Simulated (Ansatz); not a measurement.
BaZrS3 (Pnma, No. 62; structure not from a measured cell): smallest direct gap on the k points sampled by level of theory

No measured value is used here.

```
level (code)      value (eV)
----------------  ----------
LDA (Ansatz)            0.88
PBE+SOC (Ansatz)         [?]
PBEsol (Ansatz)         0.92
HSE06 (Ansatz)          1.79
PBE0 (Ansatz)           2.44
```

Task: Fill in the missing entries.

Result: 
- PBE+SOC (Ansatz, a first-principles code), value (eV): 0.96

Computed values are for a static lattice. Levels without +SOC have no spin–orbit coupling; where heavier elements are present it shifts gaps, mostly down, and can invert bands.  Values are at the PBEsol cell. Cutoffs and k meshes differ between the levels. Ansatz's density-functional and Hartree–Fock values are scalar-relativistic unless marked +SOC, with PAW data made under PBE.
